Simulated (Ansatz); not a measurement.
# Pt3AlN (model structure, started from the Ni3MgC type, Pm-3m, No. 221, 5 atoms in the cell): properties by level of theory

```csv
level (code),lattice constant a (Å),bulk modulus (GPa)
LDA (Ansatz),4.107,…
PBE (Ansatz),4.184,…
PBEsol (Ansatz),…,…
r²SCAN (Ansatz),4.157,212
```

Q: Fill in the missing entries.

A: 
- LDA (Ansatz, a program for electronic structure), bulk modulus (GPa): 234
- PBE (Ansatz), bulk modulus (GPa): 195
- PBEsol (Ansatz), lattice constant a (Å): 4.135
- PBEsol (Ansatz), bulk modulus (GPa): 220

Caveats: the bulk modulus is −V dP/dV from two relaxed cells at ±2 % in volume (LDA, PBE, PBEsol, r²SCAN). Ansatz's density-functional and Hartree–Fock values are scalar-relativistic unless marked +SOC, with PAW data made under PBE.

Computed values are for the static lattice.

A model structure was made by putting elements into a prototype or built by hand; it is no filed structure, need not be a known phase, and can be a saddle point held by its symmetry.
